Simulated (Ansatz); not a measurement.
An Ansatz (a quantum-chemistry and plane-wave program) input (LDA/PAW in Ansatz, no spin-orbit coupling):

Ansatz 0.2 input:
```yaml
crystal:
  lattice:
    - [2.735813843, 0, 0]
    - [0, 2.735813843, 0]
    - [1.3679069215, -1.3679069215, 1.891629238]
  atoms:
    - { symbol: Ir, position: [0, 0, 0] }
basis: { ecutwfc: 420, ecutrho_ratio: 4, xc_grid: 2, fft_grid_basis: typed }
kpoints: { mp_grid: { grid: [30, 30, 30] } }
hamiltonian:
  xc: lda
  dispersion: none
  pseudopotentials: { kind: paw }
scf: { occupations: { method: fermi_dirac, width: 0.1 } }
relax: { f_tol: 0.005, max_steps: 50, cell: { stress_tol: 0.01, fix: [a, b, gamma] } }
output: { forces: true, stress: true }
checkpoint: { write: state.ck, write_every: 1000 }
```

Which symmetry and how many k-points will the program report, and about how many plane waves at Γ?

Space group I4/mmm (ITA 139) with 16 operations, k-points 1992 of 27000, and 283 plane waves at Γ.

And the final pressure?

-6.68 GPa (compression positive).

The cells carry an imposed strain or load. Stability against distortions was not tested. All final runs are without spin polarisation. The cell was made from Ir in the fcc (Cu type) structure (space group Fm-3m, No. 225) by this change: biaxial strain +1.50 %, plane normal [001], relaxed out of plane.
